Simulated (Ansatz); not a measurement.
End structure of a constructed model of the (110) surface of bcc Ta, a pseudomorphic layer of Ga in the host's stacking (bottom of the slab: a bare face, its two planes held):

```yaml
crystal:
  lattice:
    - [2.87436, 0.00000, 0.00000]
    - [-0.95812, 2.70998, 0.00000]
    - [0.00000, 0.00000, 30.50000]
  atoms:
    - { symbol: Ta, position: [0.50000, 0.50000, 0.26588] }
    - { symbol: Ta, position: [0.00000, 0.00000, 0.34282] }
    - { symbol: Ta, position: [0.50000, 0.50000, 0.41919] }
    - { symbol: Ta, position: [0.00000, 0.00000, 0.49646] }
    - { symbol: Ta, position: [0.50000, 0.50000, 0.57352] }
    - { symbol: Ta, position: [0.00000, 0.00000, 0.64894] }
    - { symbol: Ga, position: [0.50000, 0.50000, 0.72400] }
```

Set-up: 7 atoms, 14.3 Å thick at the start; mesh 14x14x1; 0.1 eV smearing; dipole correction on; single point; on the structure that PBE left under its start's symmetry; no spin, no spin-orbit, no U. It is one candidate, not shown to be the stable structure of the face.

### Question
What work function of the top face does r2SCAN, at the PBE geometry (Ansatz, a first-principles code) give?

### Answer
4.66 eV
